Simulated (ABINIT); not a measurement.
Worked example: self-consistent single point of VH (Fm-3m, 2 atoms in the cell) in ABINIT.

Computed with LDA (PW92), norm-conserving pseudopotentials (PseudoDojo nc-sr-04 LDA standard) (plane waves; ABINIT).

```
VH
1.0
    0.00000     1.96375     1.96375
    1.96375     0.00000     1.96375
    1.96375     1.96375     0.00000
V H
1 1
Direct
  0.00000   0.00000   0.00000
  0.50000   0.50000   0.50000
```

Reference input (self-consistent single point, DFT, PBEsol, plane waves, norm-conserving pseudopotentials (PseudoDojo nc-sr-04 PBEsol standard)): pseudos = [V.upf, H.upf]; ecut = 42 Ha; ixc = -116133; occopt = 7; tsmear = 0.1 eV; ngkpt = 14 14 14; nshiftk = 1; shiftk = 0 0 0; potentials = PseudoDojo nc-sr-04 PBEsol standard; nband = 12; kptopt = 1; nstep = 100. This run's input differs from it in these lines:

```diff
@@ -1,2 +1,2 @@
-# VH, PseudoDojo nc-sr-04 PBEsol standard
+# VH, PseudoDojo nc-sr-04 LDA standard
 pp_dirpath "./"
@@ -16,3 +16,3 @@
 ecut 42
-ixc -116133
+ixc 7
 occopt 7
```

Its files differ too (potentials: PseudoDojo nc-sr-04 PBEsol standard → PseudoDojo nc-sr-04 LDA standard).

The program printed (abridged):

```
--- !BeginCycle
solver: {iscf: 7, nstep: 100, nline: 4, wfoptalg: 0, }
tolerances: {tolvrs: 1.00E-12, }
...

     iter   Etot(hartree)      deltaE(h)  residm     vres2
 ETOT  1  -74.288986112423    -7.429E+01 2.517E-01 1.356E+02
 ETOT  2  -74.311155882081    -2.217E-02 4.605E-02 1.751E+02
 ETOT  3  -74.353321318830    -4.217E-02 2.684E-03 9.274E-02
 ETOT  4  -74.353355410502    -3.409E-05 1.226E-03 7.085E-04
 ETOT  5  -74.353355611521    -2.010E-07 8.910E-04 1.632E-06
 ETOT  6  -74.353355611638    -1.167E-10 9.597E-04 4.057E-07
 ETOT  7  -74.353355611740    -1.016E-10 4.258E-04 4.107E-09
 ETOT  8  -74.353355611743    -3.752E-12 6.528E-04 5.837E-12
 ETOT  9  -74.353355611742     1.293E-12 2.381E-04 5.200E-15
 At SCF step    9       vres2   =  5.20E-15 < tolvrs=  1.00E-12 =>converged.

 Cartesian components of stress tensor (hartree/bohr^3)
  sigma(1 1)=  3.24086172E-04  sigma(3 2)=  0.00000000E+00
  sigma(2 2)=  3.24086172E-04  sigma(3 1)=  0.00000000E+00
  sigma(3 3)=  3.24086172E-04  sigma(2 1)=  0.00000000E+00

 ----iterations are completed or convergence reached----

 reduced coordinates (array xred) for    2 atoms
       0.000000000000      0.000000000000      0.000000000000
       0.500000000000      0.500000000000      0.500000000000
 cartesian forces (eV/Angstrom) at end:
    1     -0.00000000000000    -0.00000000000000    -0.00000000000000
    2     -0.00000000000000    -0.00000000000000    -0.00000000000000
 frms,max,avg= 0.0000000E+00 0.0000000E+00   0.000E+00  0.000E+00  0.000E+00 e/A
   [... lines left out ...]
 Fermi (or HOMO) energy (hartree) =   0.44595   Average Vxc (hartree)=  -0.49038
 Fermi (or HOMO) energy (eV) =  12.13499   Average Vxc (eV)= -13.34383
   [... lines left out ...]
total_energy        : -7.43533556117420E+01
total_energy_eV     : -2.02325770083020E+03
band_energy         : -7.42650197955193E+00
...

-Cartesian components of stress tensor (GPa)         [Pressure= -9.5349E+00 GPa]
- sigma(1 1)=  9.53494277E+00  sigma(3 2)=  0.00000000E+00
- sigma(2 2)=  9.53494277E+00  sigma(3 1)=  0.00000000E+00
- sigma(3 3)=  9.53494277E+00  sigma(2 1)=  0.00000000E+00

 Calculation completed.
```

The run converged in 9 iterations. Against the reference run the pressure goes from -4.37 to -9.53 GPa.

The starting cell comes from a database of computed structures (which also holds hypothetical and non-ambient phases and stackings), without a prior relaxation at this level. Spin polarisation is off. With a pressure of about -10 GPa the cell is away from its equilibrium volume at this level.

Cost on one core of a shared machine: roughly 40 s.
